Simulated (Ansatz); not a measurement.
The parent structure is W in the bcc (W type) structure (space group Im-3m, No. 229; a = 3.154 Å; relaxed with 0.1 eV smearing). Axes: x, y, z lie along the cube axes.

All numbers come from Ansatz (a first-principles code) PBEsol, no spin-orbit coupling.

Modification: the cell is stretched by 2.00 % along z with no lateral relaxation, atoms relaxed at fixed cell.

Predict the stress tensor and what it implies for the stiffness.

Stress of the strained cell less that of the base (GPa, compression positive):
```
   -4.0     0.0     0.0
    0.0    -4.0     0.0
    0.0     0.0   -10.1
```

Then −Δσ_ii/ε with ε = 0.0200 gives secant stiffness values (nonlinear terms included at this strain): C33 ≈ 507 GPa, C13 ≈ 202 GPa and C23 ≈ 202 GPa.

As a check, the harmonic strain energy −½ V₀ Δσ:ε is 9.9 meV/atom; the computed energy rise is 10 meV/atom.

Stability against distortions was not tested. All final runs are without spin polarisation.
